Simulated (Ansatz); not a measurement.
## Ansatz run on MgH2 (P4_2/mnm, 6 atoms in the cell): self-consistent single point

Method of the run: PBE (plane waves, PAW; Ansatz, a first-principles code).

Input as run:

Ansatz 0.2 input:
```yaml
# MgH2
crystal:
  lattice:
    - [4.52000000, 0.00000000, 0.00000000]
    - [0.00000000, 4.52000000, 0.00000000]
    - [0.00000000, 0.00000000, 3.02000000]
  atoms:
    - { symbol: Mg, position: [0.00000000, 0.00000000, 0.00000000] }
    - { symbol: Mg, position: [0.50000000, 0.50000000, 0.50000000] }
    - { symbol: H, position: [0.30400000, 0.30400000, 0.00000000] }
    - { symbol: H, position: [0.80400000, 0.19600000, 0.50000000] }
    - { symbol: H, position: [0.19600000, 0.80400000, 0.50000000] }
    - { symbol: H, position: [0.69600000, 0.69600000, 0.00000000] }
kpoints:
  mp_grid: { grid: [5, 5, 7] }
hamiltonian:
  xc: pbe
  pseudopotentials: { kind: paw }
scf:
  occupations: { method: fermi_dirac, width: 0.01 eV }
output:
  forces: true
  eigenvalues: true
  stress: true
```

Log, with long lists cut:

```
WARN basis.ecutwfc = 420 eV, the default
WARN ansatz: RAYON_NUM_THREADS=1 ignored (pool sized by the plan → 1); use --threads N
Pseudopotentials: kind: paw
Pseudopotential: Mg, paw, valence charge 10
Pseudopotential: H, paw, valence charge 1
Crystal: 6 atoms, lattice volume = 61.700 Å³
Basis set: ecut = 420 eV, 1195 PW (Γ), exchange–correlation on 64×64×48 points (8 copies of the dense FFT grid, shifted against one another)
Bands: 18, of which v1, the nominal top of the filled ones, is band 12 counted from 1 (11 counted from 0)
Symmetry: 16 space group operations
Space group: P42/mnm (ITA 136), of the structure as read, at distance tolerance 4.0e-5 Å
k-points: 24 of 175
Initial density: superposition of atomic densities (neutral atoms: chi_scale 0, normalization atom), corrected by the library's trained network
Initial wavefunctions: pseudopotential atomic-orbital guess
Eigensolver: davidson
Functional: x = pbe(κ = 0.804, μ = 0.2195149727645171), c = pbe(β = 0.06672455060314922)
SCF iter   1: F=—  HF=-3912.186061 eV  |F-HF|=—  |Δ(HF+E_count)|=         —  Δρ=4.48e-4  dr2=5.62e-5  ethr=1.77e-3  ⟨swp⟩=6.0  Hψ=2172  notcnv=0
all-band conjugate gradients solve this SCF's bands
preconditioner: auto → none
SCF iter   2: F=—  HF=-3912.185480 eV  |F-HF|=—  |Δ(HF+E_count)|=   5.81e-4  Δρ=2.29e-4  dr2=1.13e-5  ethr=2.34e-7  ⟨swp⟩=2.6  Hψ=1050  notcnv=0  defer=34
SCF iter   3: F=—  HF=-3912.185522 eV  |F-HF|=—  |Δ(HF+E_count)|=   4.15e-5  Δρ=9.31e-5  dr2=1.75e-6  ethr=4.69e-8  ⟨swp⟩=2.0  Hψ=648  notcnv=0  defer=34
iter 4 did not close the SCF: its close was put off for the readings that it lacked (scf_convergence_deferred on its scf_iter line)
SCF iter   4: F=-3912.185538 eV  HF=-3912.185538 eV  |F-HF|=1.41e-7  |Δ(HF+E_count)|=   1.67e-5  Δρ=1.85e-5  dr2=7.51e-8  ethr=7.31e-9  ⟨swp⟩=2.0  Hψ=641  notcnv=0  defer=34
iter 5 did not close the SCF: its close was put off for the readings that it lacked (scf_convergence_deferred on its scf_iter line)
SCF iter   5: F=-3912.185539 eV  HF=-3912.185539 eV  |F-HF|=8.94e-10  |Δ(HF+E_count)|=   1.87e-7  Δρ=1.04e-6  dr2=4.03e-10  ethr=3.13e-10  ⟨swp⟩=2.0  Hψ=684  notcnv=0  defer=34
SCF iter   6: F=-3912.185539 eV  HF=-3912.185539 eV  |F-HF|=1.77e-11  |Δ(HF+E_count)|=   1.02e-9  Δρ=1.54e-7  dr2=6.33e-12  ethr=1.68e-12  ⟨swp⟩=3.8  Hψ=1555  notcnv=0
SCF 1 converged in 6 iterations: F = -3912.185539 eV  dr2 = 6.33e-12
SCF converged after 6 iterations
Free energy (F): -3912.185539 eV
Harris-Foulkes:  -3912.185539 eV  (|F-HF|=1.77e-11)
Internal energy: -3912.185539 eV  (E = F + TS)
E sigma→0 (E₀):  -3912.185539 eV
Fermi energy:    3.703516 eV
--- Per-component energies (eV) ---
  E_band       = -753.288824
  E_kinetic    = 207.733553
  E_local      = -3454.810389  (includes V_loc(G=0)·N_el)
  E_nonlocal   = 195.967226
  E_hartree    = 1239.328944
  E_xc         = -94.981861
  E_vxc        = -122.580686  (∫ρ·V_xc dr)
  E_paw        = -586.680432  (= ΣΔE_a)
  E_vpaw       = -58.251079  (= ΣTr[D̂ρ^β])
  E_aug_tail   = -0.005271  (compensation charges beyond the density's cutoff)
  E_ewald      = -1418.737308
  E_smearing   = -0.000000  (= −TS)
  E_closure    = 0.000000  (closes the sum)
  Σ components = -3912.185539   (vs F -3912.185539, Δ=0.00e0)
--- Forces (eV/Å), atoms counted from 1 ---
  atom   1  Mg     0.00000000    -0.00000000     0.00000000
  atom   2  Mg     0.00000000     0.00000000     0.00000000
  atom   3  H      0.01279493     0.01279493     0.00000000
  atom   4  H      0.01279493    -0.01279493     0.00000000
  atom   5  H     -0.01279493     0.01279493     0.00000000
  atom   6  H     -0.01279493    -0.01279493     0.00000000
  max |Σ_I F_I| component: 5.20e-18 eV/Å
--- Stress (GPa, compression-positive) ---
       -0.131848       0.000000       0.000000
        0.000000      -0.131848       0.000000
        0.000000       0.000000      -0.372113
  P = ⅓ Tr σ = -0.2119 GPa (-2.119 kbar)
  The stress holds the Pulay correction. Without it, at fixed plane waves, as pw.x and ABINIT print it: P = -0.3337 GPa
--- Band table (eV; the first three rows and the last of 24) ---
  k-point 0: bands = ["-71.8204", "-71.8195", "-38.5883", "-38.5883", "-38.5679", "-38.5679", "-38.5502", "-38.5477", "-4.6177", "0.3414", "0.3414", "1.3596", "6.5226", "6.7687", "10.9279", "10.9279", "12.7522", "13.0248"]
  k-point 1: bands = ["-71.8200", "-71.8192", "-38.5874", "-38.5874", "-38.5676", "-38.5676", "-38.5563", "-38.5540", "-4.3128", "0.5409", "0.5409", "1.3526", "6.8575", "6.8776", "10.3086", "11.0910", "11.0910", "12.4506"]
  k-point 2: bands = ["-71.8189", "-71.8183", "-38.5853", "-38.5853", "-38.5699", "-38.5684", "-38.5668", "-38.5668", "-3.4210", "0.9440", "1.0645", "1.0645", "6.8567", "7.8620", "9.3443", "10.3458", "10.3458", "11.0127"]
  k-point 23: bands = ["-71.8179", "-71.8179", "-38.5841", "-38.5838", "-38.5805", "-38.5799", "-38.5662", "-38.5661", "-0.5406", "-0.1797", "0.7772", "0.8137", "5.6701", "6.1827", "6.3697", "6.9928", "13.0379", "14.1090"]
```

The run converged in 6 iterations.

The starting cell has typed, rounded lattice constants, without a prior relaxation at this level. Ansatz's pressure includes its estimate of the finite-basis (Pulay) stress. Another mesh or the band path of this cell gives a smaller gap, so this value is not converged in the mesh.
